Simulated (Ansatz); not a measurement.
Cubic perovskite RbCdF3, treated with rVV10 (Ansatz, a quantum-chemistry and plane-wave program, PAW).

Settings: plane-wave cutoff 520 eV, 8×8×8 k mesh, Fermi–Dirac smearing 0.01 eV, scalar-relativistic PAW data made under PBE.

Cell (relaxed at this level):

```
CdRbF3
1.0
    4.45601     0.00000     0.00000
    0.00000     4.45601     0.00000
    0.00000     0.00000     4.45601
Rb Cd F
1 1 3
Direct
  0.00000   0.00000   0.00000
  0.50000   0.50000   0.50000
  0.50000   0.00000   0.50000
  0.00000   0.50000   0.50000
  0.50000   0.50000   0.00000
```

### Question
Give the computed bulk modulus B0, band gap, smallest direct gap on the k points sampled and pressure derivative B′ of the bulk modulus.

### Answer

* **bulk modulus B0**: 61.8 GPa
* **band gap**: 2.98 eV
* **smallest direct gap on the k points sampled**: 4.43 eV
* **pressure derivative B′ of the bulk modulus**: 4.9

Note: the relaxation could not lower the start's symmetry, so the cell can be a saddle point above a distorted one.

Spin–orbit coupling is not included.

The computed numbers hold no vibrational or temperature effects.

It cost very roughly 80 core-seconds of CPU time.
